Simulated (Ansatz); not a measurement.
For Ba₂BeN₂ (model structure, started from the Ca2ZnN2 type, I4/mmm, No. 139, 5 atoms in the cell), LDA in Ansatz (plane waves, PAW) gives:

* **lattice constant a**: 4.007 Å
* **lattice parameter c**: 11.956 Å
* **bulk modulus**: 70.3 GPa
* **cohesive energy**: 4.99 eV/atom
* **band gap**: 0.55 eV

Q: What does r²SCAN in Ansatz (PAW) give for the same quantities?

A: 
- lattice constant a: 4.104 Å (goes up by 2.4 %)
- lattice parameter c: 12.142 Å (increases by 1.6 %)
- bulk modulus: 62.8 GPa (decreases by 11 %)
- cohesive energy: 4.35 eV/atom (shrinks by 0.64 eV/atom)
- band gap: 1.13 eV (rises by 0.58 eV)

Changes are worked out from the printed values.

Unless a cell is named, each level is at its own relaxed cell (LDA 19.20, r²SCAN 20.45 Å³/atom).

Levels without +SOC have no spin–orbit coupling; where heavier elements are present it shifts gaps, mostly down, and can invert bands. Density-functional gaps are differences of (generalised) Kohn–Sham levels.

Caveats: the bulk modulus is −V dP/dV from two relaxed cells at ±2 % in volume (LDA, r²SCAN). Ansatz's density-functional and Hartree–Fock values are scalar-relativistic unless marked +SOC, with PAW data made under PBE.

A model structure was made by putting elements into a prototype or built by hand; it is no filed structure, need not be a known phase, and can be a saddle point held by its symmetry.

Ansatz is an electronic-structure program.
